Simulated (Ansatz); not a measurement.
Candidates (primitive cells; geometry: relaxed with this functional, without spin-orbit coupling):
A. TiRu (Pm-3m), a = 3.046 Å, b = 3.046 Å, c = 3.046 Å, α = 90.00°, β = 90.00°, γ = 90.00°
B. TiC (Fm-3m), a = b = c = 3.0358 Å, α = β = γ = 60.00°
C. LiTi$_{2}$O$_{4}$ (Fd-3m), a = 5.905 Å, b = 5.905 Å, c = 5.905 Å, α = 60.00°, β = 60.00°, γ = 60.00°
D. Ti6O (P-31m), a = b = 5.050 Å, c = 4.693 Å, α = β = 90.00°, γ = 120.00°
E. TiZn₃ (Pm-3m), a = 3.8548 Å, b = 3.8548 Å, c = 3.8548 Å, α = 90.00°, β = 90.00°, γ = 90.00°

Problem. Put the candidates in order of resistivity at 300 K, lowest first, for PBEsol, DFPT electron-phonon coupling, linearised Boltzmann equation in Ansatz (a program for electronic structure).

Solution. A (5.2 μΩ·cm), B (12.5 μΩ·cm), E (22 μΩ·cm), D (76 μΩ·cm), C (120 μΩ·cm)

Metals; harmonic phonons alone scatter; means over directions. Halving the electron mesh moves these values by up to 9 %; q meshes are mostly untested. Spin-orbit coupling is left out.

Formula and space group known from diffraction (Crystallography Open Database), not checked to be the room-temperature form: LiTi2O4 (Fd-3m), Ti6O (P-31m), TiRu (Pm-3m), TiZn3 (Pm-3m). LiTi2O4 (Fd-3m): near resistivity saturation, where the Boltzmann equation overshoots.
